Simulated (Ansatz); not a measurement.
## H interstitial in zinc-blende BAs

Method: PBE, PAW (plane waves to 420 eV; Ansatz, a first-principles code). Cell: 64 sites, 2×2×2; final energies on a 2×2×2 shifted mesh. Site at the start: void with 4B nearest. Charged cells carry a point-charge image correction with potential alignment at far atoms. Dielectric constants: PBE linear response of the host. Host gap at this level: 1.20 eV. A cell of this size leaves errors of a few tenths of an eV. PBE underestimates the host's gap, which shifts levels and can delocalise carriers. Spin–orbit coupling is left out. Each state is the lowest found from its start.

The name describes the start; the neighbours show where the added atom ended.

```
charge         moment (μB)  largest move off a lattice site (Å)  neighbours of the added atom at the end (Å)  image correction with alignment (eV)
------  ------------------  -----------------------------------  -------------------------------------------  ------------------------------------
+1      not spin-polarised                                 0.39    B 1.26, As 1.62, As 2.49, As 2.49, B 2.57                                  0.20
0                      1.0                                 0.53   B 1.21, As 1.75, As 2.57, As 2.57, As 2.57                                  0.00
−1      not spin-polarised                                 0.74   B 1.18, As 1.93, As 2.57, As 2.58, As 2.58                                  0.15
```

No other site or start that was run ended lower by more than 0.1 eV.

Transition levels above the valence-band maximum: ε(+1/0) = 0.36 eV; ε(0/−1) = 1.04 eV. On the lower envelope of the bound states, inside the gap: (+1/0) at 0.36 eV; (0/−1) at 1.04 eV.
